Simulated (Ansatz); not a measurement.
All values below come from PBE (plane waves to 420 eV, PAW; Ansatz, an electronic-structure program).

Plane-averaged electrostatic potential energy along the normal, in eV from the Fermi level, for a constructed model of the (111) surface of fcc Cu, a pseudomorphic layer of Ni in the other hollow (bottom of the slab: a bare face, its two planes held):

(z (Å), V (eV)): (3.77, 4.79); (4.06, 4.79); (4.35, 4.79); (4.64, 4.79); (4.93, 4.78); (5.22, 4.77); (5.51, 4.74); (5.80, 4.69); (6.09, 4.58); (6.38, 4.34); (6.67, 3.84); (6.96, 2.79); (7.25, 0.38); (7.54, -6.20); (7.83, -13.90); (8.12, -17.05); (8.41, -14.77); (8.70, -7.68); (8.99, -1.06); (9.28, -0.12); (9.57, -4.77); (9.86, -12.68); (10.15, -17.03); (10.44, -15.98); (10.73, -9.74); (11.02, -2.25); (11.31, 0.01); (11.60, -3.33); (11.89, -11.19); (12.18, -16.59); (12.47, -16.65); (12.76, -11.36); (13.05, -3.47); (13.34, 0.04); (13.63, -1.94); (13.92, -9.29); (14.21, -15.76); (14.50, -17.11); (14.79, -13.04); (15.08, -5.16); (15.37, -0.22); (15.66, -0.96); (15.95, -7.40); (16.24, -14.69); (16.53, -17.25); (16.82, -14.37); (17.11, -6.91); (17.40, -0.71); (17.69, -0.20); (17.98, -5.33); (18.27, -13.14); (18.56, -16.99); (18.85, -15.42); (19.14, -8.79); (19.43, -1.60); (19.72, -0.17); (20.01, -5.28); (20.30, -13.90); (20.59, -18.91); (20.88, -16.60); (21.17, -8.60); (21.46, -0.65); (21.75, 2.62); (22.04, 3.92); (22.33, 4.54); (22.62, 4.82); (22.91, 4.96); (23.20, 5.02); (23.49, 5.05); (23.78, 5.06); (24.07, 5.07); (24.36, 5.07); (24.65, 5.08); (24.94, 5.08)

Slab: 7 atoms, 12.7 Å thick at the start with caps and adatoms (thin: gaps and levels are the slab's own); k 17x17x1, smearing 0.1 eV, dipole-corrected; 2 atoms held, the rest relaxed; symmetry of the start imposed; spin-polarised, ending with about 0.4 μB a cell; orders that need a larger cell were not tried, no spin-orbit, no U. In PBE it lies 0.01 eV a 1x1 cell over the lowest computed structure of the same composition (a pseudomorphic layer of Ni in the host's stacking).

The vacuum level lies 5.08 eV above the Fermi level over the top face and 4.79 eV above it under the bottom face.
